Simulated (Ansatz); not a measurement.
Cubic perovskite CsSnI₃ (cubic high-temperature phase)

Computed with PBE-D3(BJ) in Ansatz (plane waves, PAW).

Numerical settings: plane-wave cutoff 500 eV, 6×6×6 k mesh, gaussian smearing 0.02 eV, scalar-relativistic PAW data made under PBE.

Cell: relaxed at this level.

For cubic perovskite CsSnI₃ (cubic high-temperature phase), the equilibrium volume per atom is 47.24 Å³/atom and the lattice parameter a is 6.182 Å. The band gap is 0.26 eV (on the SCF k mesh).

Note: the relaxation could not lower the start's symmetry, so the cell can be a saddle point above a distorted one.

Spin–orbit coupling is not included; with these elements it can move the gap by several tenths of an eV or more.

Static lattice: no zero-point or thermal effects.

Computing time: roughly 50 core-seconds.

Ansatz is a first-principles code.
